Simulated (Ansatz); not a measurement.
Take InP in the zinc blende structure (space group F-43m, No. 216; a = 5.8784 Å) as the base.

Level of theory: PBEsol (Ansatz, a quantum-chemistry and plane-wave program; PAW; 420 eV plane waves; spin-orbit coupling left out).

Before the change:

```
Quantity                   Value
---------------  ---------------
Electron mass    0.046 mₑ (at Γ)
Volume per atom         25.39 Å³
Band gap                 0.57 eV
```

Now apply this change: cell and atoms relaxed at a pressure of 0.9 GPa.

### Question
Predict the new electron mass, volume per atom and band gap.

### Answer
The electron mass goes from 0.046 mₑ (at Γ) to 0.051 mₑ (at Γ); the volume per atom decreases by 0.33 Å³ (25.39 Å³ → 25.06 Å³); the band gap rises by 0.07 eV, from 0.57 eV to 0.64 eV.

Load acts through the strain it causes; cell and atoms are relaxed under it. Effective masses come from finite differences of ±0.01 Å⁻¹. Whether these cells are dynamically stable was not tested.
